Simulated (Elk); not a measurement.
Elk run on Y3Mg (P1, 4 atoms in the cell): self-consistent single point.

Computed with PBEsol, all-electron FP-LAPW, Elk's shipped species files, LAPW+lo basis run with Elk.

The change in words: lattice scaled by 0.98. Reference geometry:
```yaml
crystal:
  lattice:
    - [3.53643, 0.00000, 0.00000]
    - [-1.76822, 3.06264, 0.00000]
    - [0.00000, 0.00000, 11.47128]
  atoms:
    - { symbol: Y, position: [0.00128, 0.00044, 0.49829] }
    - { symbol: Y, position: [0.33598, 0.66296, 0.24771] }
    - { symbol: Y, position: [0.33299, 0.67469, 0.75181] }
    - { symbol: Mg, position: [0.99642, 0.99524, 0.00218] }
```

Reference input (self-consistent single point, DFT, PBEsol, all-electron FP-LAPW, Elk's shipped species files, LAPW+lo basis): xctype = 22; rgkmax = 8; swidth = 0.00367493 Ha; ngridk = 6 6 2; gmaxvr = 14 1/bohr; nxoapwlo = 1; maxscl = 100. This run's input differs from it in these lines:

```diff
@@ -22,5 +22,5 @@
 avec
-    6.6828839203    0.0000000554    0.0000000000
-   -3.3414420081    5.7875472178    0.0000000000
-    0.0000000000    0.0000000000   21.6775774989
+    6.5492256021    0.0000004998    0.0000000000
+   -3.2746132338    5.6717954967    0.0000000000
+    0.0000000000    0.0000000000   21.2440251930
```

Output, abridged:

```
│ Self-consistent loop started │
│ Loop number : 1 │
 total energy                :     -10373.2336150
│ Loop number : 2 │
 total energy                :     -10370.8522797
RMS change in Kohn-Sham potential (target) :   0.5110378495     (  0.1000000000E-05)
Absolute change in total energy (target)   :    2.381335371     (  0.1000000000E-03)
│ Loop number : 3 │
 total energy                :     -10372.8764311
RMS change in Kohn-Sham potential (target) :   0.5396245243     (  0.1000000000E-05)
Absolute change in total energy (target)   :    1.428817588     (  0.1000000000E-03)
│ Loop number : 4 │
   [... lines left out ...]
Absolute change in total energy (target)   :   0.7610765533E-04 (  0.1000000000E-03)
│ Loop number : 23 │
 total energy                :     -10351.2576574
RMS change in Kohn-Sham potential (target) :   0.9998192649E-06 (  0.1000000000E-05)
Absolute change in total energy (target)   :   0.2118150260E-03 (  0.1000000000E-03)
│ Loop number : 24 │
 total energy                :     -10351.2577111
RMS change in Kohn-Sham potential (target) :   0.9002433795E-06 (  0.1000000000E-05)
Absolute change in total energy (target)   :   0.7319940778E-06 (  0.1000000000E-03)
Convergence targets achieved

│ Loop number : 25 │

Energies :
 Fermi                       :     0.226408353633
 total energy                :     -10351.2576437

Density of states at Fermi energy :    142.9328158
 (states/Hartree/unit cell)

Estimated indirect band gap :   0.2751416438E-02
 from k-point     32 to k-point     15
Estimated direct band gap   :   0.8207248698E-02
 at k-point     23

Charges :
 core                        :    86.00000000
 valence                     :    43.00000000
 interstitial                :    8.000739039
 muffin-tins (core leakage)
  species :    1 (Y)
   atom    1                 :    36.87260012     (  0.9065548397E-05)
   atom    2                 :    36.84039027     (  0.9037891935E-05)
   atom    3                 :    36.83019575     (  0.9028243937E-05)
  species :    2 (Mg)
   atom    1                 :    10.45607481     (  0.8881784197E-15)
 total in muffin-tins        :    120.9992610
 total calculated charge     :    129.0061921
 total charge                :    129.0000000
 error                       :   0.6192070953E-02

│ Self-consistent loop stopped │
```

The run converged in 25 iterations. The count includes the last loop, which Elk runs after its targets are met. Against the reference run the free energy goes down by 7.3 meV/atom.

The starting cell comes from a database of computed structures (which also holds hypothetical and non-ambient phases and stackings), without a prior relaxation at this level. Its atoms were displaced at random from the sites of space group no. 187. For this run, on top of that: lattice scaled by 0.98. Values depend on the basis (sphere radii, cutoffs, local orbitals), which need not be converged. The log's line on a gap gives a spacing of levels on this mesh, which the program prints for metals too.

Cost on one core of a shared machine: roughly 8 min.
